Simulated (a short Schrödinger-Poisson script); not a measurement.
Structure: MOS inversion layer, Al2O3 on p-type Si(100), at 300 K.

From the gate side: 2.7 nm Al2O3; 1400 nm Si, acceptors 8.9e16 cm⁻³.

The device is made up for the run: typed textbook-type constants, with dimensions and the other settings drawn at random. Al2O3: permittivity 9, conduction-band edge (eV) 2.7, gap (eV) 6.8, electron mass (mₑ) 0.3. Si: permittivity 11.7, conduction-band edge (eV) 0, gap (eV) 1.124, Nv at 300 K (cm⁻³) 3.1e19.

Channel valleys (confinement mass, in-plane density-of-states mass, number): Δ2 0.916, 0.19, 2; Δ4 0.19, 0.417, 4. At the gate the conduction-band edge of layer 1 lies 3.28 eV − eVg above the Fermi level of the channel; the field vanishes at the back. Gaps are held at their typed values at every temperature. Mesh 0.03 nm at interfaces.

From a short Schrödinger-Poisson script (our own, NumPy): 1D Poisson equation in equilibrium, electrons quantum, Hartree (BenDaniel-Duke, 12 states a valley, the channel's in-plane mass for all, wave functions ending at the dielectric), parabolic valleys, classical holes, full ionisation, no traps, pinning or gate leakage.

```
Vg (V)  electrons (cm⁻²)  C (μF/cm²)  Δ2 E0 (meV from the Fermi level)  Δ4 E0 (meV from the Fermi level)
------  ----------------  ----------  --------------------------------  --------------------------------
0.45              1.64e9       0.104                             228.9                             261.4
0.5               9.79e9       0.145                             182.1                             215.4
0.55             5.24e10       0.339                             137.9                             172.2
0.6              2.01e11       0.768                             101.7                             138.0
0.65             4.95e11        1.17                              76.3                             115.5
0.7              8.97e11        1.43                              58.4                             101.2
0.75             1.37e12        1.61                              44.9                              91.5
0.8              1.89e12        1.73                              34.1                              84.4
0.85             2.44e12        1.82                              25.1                              78.9
0.9              3.02e12        1.89                              17.2                              74.5
0.95             3.61e12        1.94                              10.2                              70.9
1                4.23e12        1.99                               3.9                              67.8
1.05             4.85e12        2.02                              -1.9                              65.1
1.1              5.49e12        2.06                              -7.4                              62.7
1.15             6.13e12        2.08                             -12.5                              60.5
1.2              6.79e12        2.11                             -17.3                              58.5
1.25             7.45e12        2.13                             -22.0                              56.7
1.3              8.11e12        2.14                             -26.5                              55.0
1.35             8.78e12        2.16                             -30.8                              53.4
```

Gate voltages with under 1e9 electrons/cm² are left out.

Problem. At Vg = 1.35 V the lowest Δ2 subband lies at -30.8 meV from the Fermi level. How many electrons does it hold, and what share of all?

Solution. The two-dimensional density of states is g m/(πħ²) = 1.59e11 cm⁻² meV⁻¹ (both spins), kT = 25.9 meV, so n = D kT ln(1 + exp(−E/kT)) = 5.98e12 cm⁻², 0.68 of the 8.78e12 cm⁻² in all.

Problem. Compare the slope of the sheet density between 1.25 and 1.35 V with the geometric capacitance of the layers between gate and channel.

Solution. q Δn/ΔV = 2.13 μF/cm²; ε0/Σ(t/ε) = 2.95 μF/cm². The ratio is 0.72: the channel acts as a further capacitance in series.
